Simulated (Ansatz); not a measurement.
Start from Rh in the fcc (Cu type) structure (space group Fm-3m, No. 225; a = 3.755 Å; relaxed with 0.1 eV smearing). Axes: x, y, z lie along the cube axes.

Calculations: LDA, PAW, 420 eV (Ansatz, a program for electronic structure; without spin-orbit coupling).

One thing is altered: uniaxial strain ε_zz = −2.00 %, all other strain components held at zero, atoms relaxed at fixed cell.

Q: Predict the stress tensor and what it implies for the stiffness.

A: Stress of the strained cell less that of the base (GPa, compression positive):
```
    4.9     0.0     0.0
    0.0     4.9     0.0
    0.0     0.0    10.6
```

Then −Δσ_ii/ε with ε = -0.0200 gives secant stiffness values (nonlinear terms included at this strain): C33 ≈ 530 GPa, C13 ≈ 243 GPa and C23 ≈ 243 GPa.

As a check, the harmonic strain energy −½ V₀ Δσ:ε is 8.8 meV/atom; the computed energy rise is 8.6 meV/atom.

Whether these cells are dynamically stable was not tested. The final runs are not spin-polarised.
